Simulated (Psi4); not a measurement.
Psi4 1.11, PBE0/def2-svpd: CC[Si@@H](F)Cl, 11 atoms. The geometry is a generated start, not checked to be a minimum at this level.

```json
{
  "task": "gradient",
  "method": "pbe0",
  "basis": "def2-svpd",
  "memory": "7 GB",
  "scf_type": "df (default)",
  "guess": "auto, which took SAD (default)",
  "diis_max_vecs": "10 (default)",
  "scf_initial_accelerator": "adiis (default)",
  "e_convergence": "1e-08 (default)",
  "d_convergence": "1e-08 (default)",
  "basis functions (reference run)": "162",
  "grid points (reference run)": "2003718"
}
```

```xyz
11

C     -1.3002    -0.3016     0.5118
C     -0.2662    -0.2550    -0.6060
Si     1.3734     0.5142    -0.1730
F      1.1173     1.9962     0.3811
Cl     2.3092    -0.5993     1.2684
H     -0.9476    -0.8970     1.3610
H     -2.2280    -0.7550     0.1476
H     -1.5383     0.7029     0.8786
H     -0.6952     0.3002    -1.4483
H     -0.0943    -1.2760    -0.9659
H      2.2700     0.5703    -1.3553
```
Charge 0, spin multiplicity 1.

Differences are taken against the run with dft_radial_points = 200, dft_spherical_points = 974, dft_pruning_scheme = none (default); no run here is proven converged. One run each, on a shared machine, so no times are given.

Settings tried, all else as in the reference:
- dft_radial_points = 75 (default), dft_spherical_points = 434
- dft_radial_points = 35, dft_spherical_points = 110
- dft_radial_points = 99, dft_spherical_points = 590, dft_pruning_scheme = treutler
- dft_radial_points = 50, dft_spherical_points = 194
- dft_radial_points = 99, dft_spherical_points = 590
- dft_radial_points = 75 (default), dft_spherical_points = 302 (default), dft_pruning_scheme = robust
- dft_radial_points = 99, dft_spherical_points = 590, dft_pruning_scheme = robust
- dft_radial_points = 150, dft_spherical_points = 770
- dft_radial_points = 25, dft_spherical_points = 50
- dft_radial_points = 75 (default), dft_spherical_points = 302 (default), dft_pruning_scheme = treutler
- dft_radial_points = 75 (default), dft_spherical_points = 302 (default)

Question: Sort the settings: which keep to the reference within 10 meV/atom in energy, 100 meV/Å in forces (largest component), and which don't?

Answer: Within it: dft_radial_points = 150, dft_spherical_points = 770; dft_radial_points = 99, dft_spherical_points = 590; dft_radial_points = 99, dft_spherical_points = 590, dft_pruning_scheme = robust; dft_radial_points = 75 (default), dft_spherical_points = 302 (default); dft_radial_points = 75 (default), dft_spherical_points = 302 (default), dft_pruning_scheme = robust; dft_radial_points = 75 (default), dft_spherical_points = 434; dft_radial_points = 50, dft_spherical_points = 194. At the edge (between 0.75 and 1.33 times the tolerance): dft_radial_points = 75 (default), dft_spherical_points = 302 (default), dft_pruning_scheme = treutler; dft_radial_points = 99, dft_spherical_points = 590, dft_pruning_scheme = treutler. Outside: dft_radial_points = 35, dft_spherical_points = 110; dft_radial_points = 25, dft_spherical_points = 50.

```
setting                                                                                                grid points  energy against the reference  difference in forces (largest component)
-----------------------------------------------------------------------------------------------------  -----------  ----------------------------  ----------------------------------------
the reference                                                                                              2003718                             —                                         —
dft_radial_points = 150, dft_spherical_points = 770                                                        1194810          under 0.001 meV/atom                                 1.7 meV/Å
dft_radial_points = 99, dft_spherical_points = 590                                                          607047              +0.0072 meV/atom                                 2.4 meV/Å
dft_radial_points = 99, dft_spherical_points = 590, dft_pruning_scheme = robust                             425085              +0.0072 meV/atom                                 2.4 meV/Å
dft_radial_points = 75 (default), dft_spherical_points = 302 (default)                                      236468               −0.057 meV/atom                                 7.5 meV/Å
dft_radial_points = 75 (default), dft_spherical_points = 302 (default), dft_pruning_scheme = robust         162394               −0.057 meV/atom                                 7.7 meV/Å
dft_radial_points = 75 (default), dft_spherical_points = 434                                                339653               +0.018 meV/atom                                 7.9 meV/Å
dft_radial_points = 50, dft_spherical_points = 194                                                          102924               +0.015 meV/atom                                  27 meV/Å
dft_radial_points = 75 (default), dft_spherical_points = 302 (default), dft_pruning_scheme = treutler       130450                −0.21 meV/atom                                  85 meV/Å
dft_radial_points = 99, dft_spherical_points = 590, dft_pruning_scheme = treutler                           317109              +0.0076 meV/atom                                  94 meV/Å
dft_radial_points = 35, dft_spherical_points = 110                                                           40938                 −4.3 meV/atom                                 170 meV/Å
dft_radial_points = 25, dft_spherical_points = 50                                                            13354                 +140 meV/atom                                 740 meV/Å
```

Total energies are compared; such shifts often cancel in part in energy differences. The gradients leave out the derivatives of the grid weights. The tolerance is a choice made for this comparison.
